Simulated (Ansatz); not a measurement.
The reference is GaNi in the CsCl type structure (space group Pm-3m, No. 221; a = 2.874 Å; not spin-polarised; relaxed with 0.1 eV smearing). Axes: x, y, z lie along the cube axes.

Computed with PBEsol (Ansatz, a first-principles code; PAW; 420 eV plane waves; without spin-orbit coupling).

Now apply this change: the cell is compressed by 5.42 % along x with no lateral relaxation, atoms relaxed at fixed cell.

### Question
Predict the stress tensor and what it implies for the stiffness.

### Answer
Stress of the strained cell less that of the base (GPa, compression positive):
```
   13.4     0.0     0.0
    0.0    10.3     0.0
    0.0     0.0    10.3
```

Then −Δσ_ii/ε with ε = -0.0542 gives secant stiffness values (nonlinear terms included at this strain): C11 ≈ 247 GPa, C12 ≈ 190 GPa and C13 ≈ 190 GPa.

As a check, the harmonic strain energy −½ V₀ Δσ:ε is 27 meV/atom; the computed energy rise is 25 meV/atom.

Whether these cells are dynamically stable was not tested. All final runs are without spin polarisation.
